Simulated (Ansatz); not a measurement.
# PbTe under a change: uniaxial strain ε_zz = +1.50 %

Consider PbTe in the rock salt structure (space group Fm-3m, No. 225; a = 6.534 Å). Axes: x, y, z lie along the cube axes.

Perturbation: the cell is stretched by 1.50 % along z with no lateral relaxation, atoms relaxed at fixed cell.

Level of theory: Kohn–Sham DFT with the r2SCAN functional, run in Ansatz (an electronic-structure program) with PAW and 500 eV plane waves, without spin-orbit coupling. Settings: 9×9×9 k-points, 0.05 eV Fermi–Dirac smearing.

The volume per atom goes up by 0.523 Å³ to 35.40 Å³ and the shortest interatomic distance is still 3.267 Å. The energy grows by 2.6 meV/atom and the pressure (mean of the normal stresses, compression positive) goes from zero to -0.58 GPa. The band gap rises by 0.02 eV to 1.11 eV and the gap character comes out as direct at N. The stress (xx, yy, zz, yz, xz, xy; compression positive) amounts to (-0.09, -0.09, -1.55, 0.00, 0.00, 0.00) GPa.

Final structure:

```xyz
2
Lattice="0.0000 3.2672 3.3162 3.2672 0.0000 3.3162 3.2672 3.2672 0.0000" Properties=species:S:1:pos:R:3 pbc="T T T"
Te     3.2672     3.2672     3.3162
Pb     0.0000     0.0000     0.0000
```

Spin-orbit coupling, missing from the scalar runs, can matter with Pb and Te. Whether these cells are dynamically stable was not tested. Labels are those of the standard path for the cell's own space group.
